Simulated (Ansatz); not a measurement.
## MgO: uniaxial strain ε_zz = −1.00 %

Take MgO in the rock salt structure (space group Fm-3m, No. 225; a = 4.2044 Å) as the base. Axes: x, y, z lie along the cube axes.

The change: uniaxial strain ε_zz = −1.00 %, all other strain components held at zero; the atoms relax in the strained cell.

The values are results of r2SCAN (Ansatz, an electronic-structure program; PAW; 500 eV plane waves; spin-orbit coupling left out), not measurements. Settings: 13×13×13 k-points, 0.05 eV Fermi–Dirac smearing.

The volume per atom decreases by 0.09 Å³, from 9.29 Å³ to 9.20 Å³ and the space group goes from Fm-3m (No. 225) to I4/mmm (No. 139). The shortest interatomic distance decreases by 0.021 Å (2.102 Å → 2.081 Å) and the energy rises by 0.9 meV/atom. The pressure (mean of the normal stresses, compression positive) goes from zero to 1.75 GPa and the band gap rises by 0.095 eV (5.68 eV → 5.78 eV). The gap character is still direct at Γ and the electron mass becomes 0.37 mₑ (at Γ) (base: 0.36 mₑ (at Γ)). The valence-band top at Γ (three highest levels, from the VBM) changes from 0.00, 0.00, 0.00 eV to 0.00, 0.00, -0.02 eV and the stress (xx, yy, zz, yz, xz, xy; compression positive) comes out as (0.97, 0.97, 3.31, 0.00, 0.00, 0.00) GPa.

Final structure:

```
MgO
1.0
    0.00000     2.10221     2.08119
    2.10221     0.00000     2.08119
    2.10221     2.10221     0.00000
Mg O
1 1
Direct
  0.00000   0.00000   0.00000
  0.50000   0.50000   0.50000
```

Cost of the whole job for the changed cell (relaxation, final SCF and bands): very roughly 22 core-seconds.

Effective masses come from finite differences of ±0.01 Å⁻¹. Whether these cells are dynamically stable was not tested. k-point labels follow each cell's own Brillouin zone.
